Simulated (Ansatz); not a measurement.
# PbZrO3 (Amm2, No. 38, 5 atoms in the cell; start mp-20337; a measured phase of this formula has another space group)

The numbers are results of PBE0 (PAW; Ansatz, a first-principles code), not measurements.

Numerical settings: plane-wave cutoff 460 eV, 6×6×6 k mesh, Fermi–Dirac smearing 0.01 eV, scalar-relativistic PAW data made under PBE.

Cell (relaxed with PBEsol):

```yaml
crystal:
  lattice:
    - [4.11512, 0.00000, 0.00000]
    - [0.00000, 2.93075, 2.99806]
    - [0.00000, -2.93075, 2.99806]
  atoms:
    - { symbol: Zr, position: [0.50000, 0.50758, 0.50758] }
    - { symbol: Pb, position: [0.00000, 0.95019, 0.95019] }
    - { symbol: O, position: [0.50000, 0.02941, 0.56182] }
    - { symbol: O, position: [0.50000, 0.56182, 0.02941] }
    - { symbol: O, position: [0.00000, 0.55799, 0.55799] }
```

```
Item                                                              Result
-------------------------------------------  ---------------------------
band gap                                     4.36 eV (on the SCF k mesh)
smallest direct gap on the k points sampled                      4.65 eV
direct gap at Γ                                                  6.63 eV
```

Note: cell and atoms aren't relaxed at this level (largest force component 0.11 eV/Å, pressure 0.8 GPa).

Spin–orbit coupling is not included; with these elements it can move the gap by several tenths of an eV or more.

The computed numbers hold no vibrational or temperature effects.

A start named mp-… is a Materials Project structure, which need not be a measured phase.
